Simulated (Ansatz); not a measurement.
Results of LDA (PAW; Ansatz, an electronic-structure program) for α-phase CO.

Numerical settings: plane-wave cutoff 520 eV, 6×6×6 k mesh, Fermi–Dirac smearing 0.01 eV, scalar-relativistic PAW data made under PBE.

The cell is scaled about its equilibrium volume:

```tsv
V (Å³/atom)	P (GPa)	direct gap at Γ (eV)	smallest gap on the k mesh (eV)
16.637	0.29	5.646	5.214
16.984	0.13	5.684	5.263
17.330	0.00	5.722	5.311
17.677	-0.13	5.761	5.358
18.023	-0.22	5.790	5.399
```

The fundamental gap (5.31 eV at the equilibrium volume, with added k points) lies elsewhere than Γ–Γ.

Note: the volume lies 22 % below that of the published cell.
